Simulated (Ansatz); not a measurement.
Start from ZnCu in the CsCl type structure (space group Pm-3m, No. 221; a = 2.9085 Å; relaxed with 0.1 eV smearing). Axes: x, y, z lie along the cube axes.

Level of theory: Ansatz (an electronic-structure program), PBEsol, PAW, cutoff 420 eV, spin-orbit coupling left out.

It is then changed as follows: every lattice vector is stretched by 2.50 %; the atoms relax in the strained cell.

Predict the stress tensor and what it implies for the stiffness.

Stress of the strained cell less that of the base (GPa, compression positive):
```
   -8.4     0.0     0.0
    0.0    -8.4     0.0
    0.0     0.0    -8.4
```

Then B = −ΔP/(ΔV/V₀) with ΔV/V₀ = 0.0769 gives secant stiffness values (nonlinear terms included at this strain): B ≈ 110 GPa.

As a check, the harmonic strain energy −½ V₀ Δσ:ε is 24 meV/atom; the computed energy rise is 27 meV/atom.

No phonon test of stability was made. The final runs are not spin-polarised.
